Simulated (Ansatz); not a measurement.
# Fe4N: element substitutions

Take Fe$_{4}$N (space group Pm-3m, No. 221; a = 3.7856 Å; ferromagnetic; a cell from a computed database, its experimental status unchecked) as the base.

Each row replaces one element on all its sites; cell and atoms are relaxed.

Levels (all Ansatz, a first-principles code, PAW): PBE (420 eV, no spin-orbit coupling); PBEsol (420 eV, no spin-orbit coupling).

The base cell above is that of PBE; each level relaxes its own structures.

| case | lattice parameter a, PBE | lattice parameter a, PBEsol |
|---|---|---|
| Fe → Ru | 398.7 pm | 394.3 pm |
| Fe → Mo | 411.6 pm | ? |
| N → As | 433.2 pm | ? |

**Question.** Some entries are withheld; estimate them.

**Answer.** 
- Fe → Mo, lattice parameter a, PBEsol: 407.8 pm
- N → As, lattice parameter a, PBEsol: 425.7 pm

PBE lies above PBEsol in every row, by 3.9 pm to 7.6 pm. They put the cases in the same order.

Other magnetic orders, which the real material may have, were not ruled out. Whether these cells are dynamically stable was not tested. As relaxed here, Ru4N, Mo4N and Fe4As are hypothetical phases, not in the database extracts checked. Spin-polarised in the final run: PBE base, PBEsol base, PBE Fe4As and PBEsol Fe4As; the other runs are not. An odd electron count without spin: Ru4N and Mo4N.
